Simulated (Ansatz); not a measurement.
# Input and output of a self-consistent single point for SnO₂ (Pnnm, 6 atoms in the cell) (Ansatz)

Level of theory: LDA (PW92), default PAW files made with PBE (plane waves; Ansatz, a quantum-chemistry and plane-wave program).

Input:

Ansatz 0.2 input:
```yaml
# SnO2
crystal:
  lattice:
    - [4.802364, 0.000000, 0.000000]
    - [0.000000, 4.881180, 0.000000]
    - [0.000000, 0.000000, 3.250623]
  atoms:
    - { symbol: Sn, position: [0.500000, 0.500000, 0.500000] }
    - { symbol: Sn, position: [0.000000, 0.000000, 0.000000] }
    - { symbol: O, position: [0.291850, 0.321040, 0.000000] }
    - { symbol: O, position: [0.708150, 0.678960, 0.000000] }
    - { symbol: O, position: [0.791850, 0.178960, 0.500000] }
    - { symbol: O, position: [0.208150, 0.821040, 0.500000] }
basis:
  ecutwfc: 420.0
kpoints:
  mp_grid: { grid: [5, 5, 8] }
hamiltonian:
  xc: lda
  pseudopotentials: { kind: paw }
scf:
  occupations: { method: fixed }
output:
  forces: true
  eigenvalues: true
  stress: true
```

Output (repeated stretches shortened):

```
WARN ansatz: RAYON_NUM_THREADS=1 ignored (pool sized by the plan → 1); use --threads N
Pseudopotentials: kind: paw
Pseudopotential: Sn, paw, valence charge 14
Pseudopotential: O, paw, valence charge 6
Crystal: 6 atoms, lattice volume = 76.199 Å³
Basis set: ecut = 420 eV, 1499 PW (Γ)
Bands: 32, of which v1, the nominal top of the filled ones, is band 26 counted from 1 (25 counted from 0)
Symmetry: 8 space group operations
Space group: Pnnm (ITA 58), of the structure as read, at distance tolerance 4.2e-5 Å
k-points: 45 of 200
PAW frozen core: Sn, regenerated for the run's functional, and the local potential with it
PAW frozen core: O, regenerated for the run's functional, and the local potential with it
Initial density: superposition of atomic densities (neutral atoms: chi_scale 0, normalization atom), corrected by the library's trained network
Initial wavefunctions: pseudopotential atomic-orbital guess
Eigensolver: davidson
Functional: x = slater, c = lda
SCF iter   1: F=—  HF=-13980.206147 eV  |F-HF|=—  |Δ(HF+E_count)|=         —  Δρ=1.93e-2  dr2=2.45e-1  ethr=1.77e-3  ⟨swp⟩=4.6  Hψ=5423  notcnv=0  defer=180
all-band conjugate gradients solve this SCF's bands
preconditioner: auto → Resta (q_TF=auto, 2.560 Å⁻¹)
SCF iter   2: F=—  HF=-13980.137700 eV  |F-HF|=—  |Δ(HF+E_count)|=   6.84e-2  Δρ=4.96e-3  dr2=7.04e-3  ethr=4.70e-4  ⟨swp⟩=2.2  Hψ=2314  notcnv=0  defer=180
SCF iter   3: F=—  HF=-13980.135324 eV  |F-HF|=—  |Δ(HF+E_count)|=   2.38e-3  Δρ=2.14e-3  dr2=1.93e-3  ethr=1.35e-5  ⟨swp⟩=2.0  Hψ=2571  notcnv=0  defer=180
SCF iter   4: F=—  HF=-13980.134700 eV  |F-HF|=—  |Δ(HF+E_count)|=   6.24e-4  Δρ=3.76e-4  dr2=9.04e-5  ethr=3.72e-6  ⟨swp⟩=3.0  Hψ=2390  notcnv=0  defer=180
SCF iter   5: F=—  HF=-13980.134696 eV  |F-HF|=—  |Δ(HF+E_count)|=   4.13e-6  Δρ=8.45e-5  dr2=4.68e-6  ethr=1.74e-7  ⟨swp⟩=2.0  Hψ=1859  notcnv=0  defer=78
SCF iter   6: F=—  HF=-13980.134697 eV  |F-HF|=—  |Δ(HF+E_count)|=   7.99e-7  Δρ=1.78e-5  dr2=1.82e-7  ethr=8.99e-9  ⟨swp⟩=2.5  Hψ=1940  notcnv=0  defer=78
SCF iter   7: F=-13980.134696 eV  HF=-13980.134696 eV  |F-HF|=2.05e-9  |Δ(HF+E_count)|=   3.21e-8  Δρ=2.45e-6  dr2=5.22e-9  ethr=1.92e-10  ⟨swp⟩=10.8  Hψ=7455  notcnv=0
SCF 1 converged in 7 iterations: F = -13980.134696 eV  dr2 = 5.22e-9
SCF converged after 7 iterations
Free energy (F): -13980.134696 eV
Harris-Foulkes:  -13980.134696 eV  (|F-HF|=2.05e-9)
Internal energy: -13980.134696 eV  (E = F + TS)
E sigma→0 (E₀):  -13980.134696 eV
Fermi energy:    8.110163 eV
--- Per-component energies (eV) ---
  E_band       = -178.220687
  E_kinetic    = 1072.124024
  E_local      = -2979.258204  (includes V_loc(G=0)·N_el)
  E_nonlocal   = 149.622314
  E_hartree    = 1515.811736
  E_xc         = -1039.621149
  E_vxc        = -561.315611  (∫ρ·V_xc dr)
  E_paw        = -8599.891024  (= ΣΔE_a)
  E_vpaw       = -891.026594  (= ΣTr[D̂ρ^β])
  E_aug_tail   = 0.010028  (compensation charges beyond the density's cutoff)
  E_ewald      = -4100.169904
  E_core_change = 1.237482  (= ΣΔE_core)
  E_smearing   = -0.000000  (= −TS)
  E_closure    = 0.000000  (closes the sum)
  Σ components = -13980.134696   (vs F -13980.134696, Δ=0.00e0)
--- Forces (eV/Å), atoms counted from 1 ---
  atom   1  Sn     0.00000000     0.00000000     0.00000000
  atom   2  Sn     0.00000000     0.00000000     0.00000000
  atom   3  O      0.19522365     0.02385452     0.00000000
  atom   4  O     -0.19522365    -0.02385452     0.00000000
  atom   5  O      0.19522365    -0.02385452     0.00000000
  atom   6  O     -0.19522365     0.02385452     0.00000000
  max |Σ_I F_I| component: 5.55e-17 eV/Å
--- Stress (GPa, compression-positive) ---
      -11.687234       0.000000       0.000000
        0.000000     -11.932781       0.000000
        0.000000       0.000000     -14.199806
  P = ⅓ Tr σ = -12.6066 GPa (-126.066 kbar)
  The stress holds the Pulay correction. Without it, at fixed plane waves, as pw.x and ABINIT print it: P = -13.6737 GPa
--- Band table (eV; the first three rows and the last of 45) ---
  k-point 0: bands = ["-12.6700", "-12.0635", "-11.8664", "-11.8471", "-11.8435", "-11.7636", "-11.7396", "-11.6702", "-11.6493", "-11.6456", "-10.1731", "-8.3996", "-8.3628", "-6.9419", "0.1854", "4.0772", "4.4202", "4.4991", "5.2932", "6.1930", [...]
  k-point 1: bands = ["-12.6070", "-11.9994", "-11.9546", "-11.9520", "-11.8430", "-11.7714", "-11.7347", "-11.6706", "-11.6656", "-11.6619", "-10.0826", "-8.2042", "-8.1710", "-7.0393", "0.1795", "4.2232", "4.2766", "4.6152", "5.1710", "5.3959", [...]
  k-point 2: bands = ["-12.4435", "-12.1863", "-12.1857", "-11.8926", "-11.7802", "-11.7662", "-11.7215", "-11.6978", "-11.6950", "-11.6727", "-9.7889", "-7.7560", "-7.7317", "-7.3496", "0.2142", "3.5733", "4.0752", "4.6079", "4.8221", "5.3798", [...]
  k-point 44: bands = ["-12.5319", "-12.4721", "-12.0721", "-11.9871", "-11.7424", "-11.7416", "-11.6852", "-11.6843", "-11.6466", "-11.6453", "-8.5352", "-8.4309", "-7.2148", "-7.1352", "0.4426", "0.5706", "3.4505", "3.4566", "4.5343", "5.6563", [...]
```

The run converged in 7 iterations.

The starting cell comes from a database of computed structures (which also holds hypothetical and non-ambient phases and stackings), without a prior relaxation at this level. Its lattice was rescaled by up to half a per cent. With a pressure of about -13 GPa the cell is away from its equilibrium volume at this level. Ansatz's pressure includes its estimate of the finite-basis (Pulay) stress. Without the estimate this run gives -13.67 GPa.
